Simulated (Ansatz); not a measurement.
## Effect of pressure −2 GPa on HfSiO4

Start from HfSiO$_{4}$ (space group I4_1/amd, No. 141; a = 6.5821 Å, c = 5.9661 Å).

Now apply this change: hydrostatic tension (pressure −2 GPa).

Computed with PBEsol (Ansatz, a quantum-chemistry and plane-wave program; PAW; 420 eV plane waves; spin-orbit coupling left out). Γ-centred 6×6×6 mesh, Fermi–Dirac width 0.05 eV.

The volume per atom rises by 0.10 Å³, from 10.77 Å³ to 10.87 Å³ and the density drops by 0.06 g/cm³ (6.95 g/cm³ → 6.89 g/cm³). The lattice parameter a goes up by 0.023 Å, from 6.582 Å to 6.605 Å and the c/a ratio is nearly the same (0.906 against 0.905). The enthalpy H = E + PV relative to the base's energy is -0.14 eV/atom and the band gap drops by 0.045 eV to 5.34 eV (an upper bound: an edge found on the path is not a true extremum; both cells).

With Hf present, leaving out spin-orbit coupling can change the band edges. Load acts through the strain it causes; cell and atoms are relaxed under it. Whether these cells are dynamically stable was not tested.
